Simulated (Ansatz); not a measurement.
Base system: Hf in the hcp (Mg type) structure (space group P6_3/mmc, No. 194; a = 3.204 Å, c = 5.069 Å).

Calculations: PBE (Ansatz, a program for electronic structure, PAW, scalar-relativistic without spin-orbit coupling).

One change was made to it. Results:

```json
[
 {"quantity": "shortest interatomic distance", "base": "3.138 Å", "after": "3.400 Å"},
 {"quantity": "c/a ratio", "base": "1.582", "after": "1.557"},
 {"quantity": "density", "base": "13.15 g/cm³", "after": "9.99 g/cm³"}
]
```

**Question.** Which change produced these results?
A. Hf → Lu
B. Hf → Zr
C. Hf → Sc

**Answer.** A, Hf → Lu. For comparison, the shortest interatomic distance in the other runs: Hf → Sc gives 3.216 Å; Hf → Zr gives 3.189 Å.

Whether these cells are dynamically stable was not tested. The final runs are not spin-polarised.
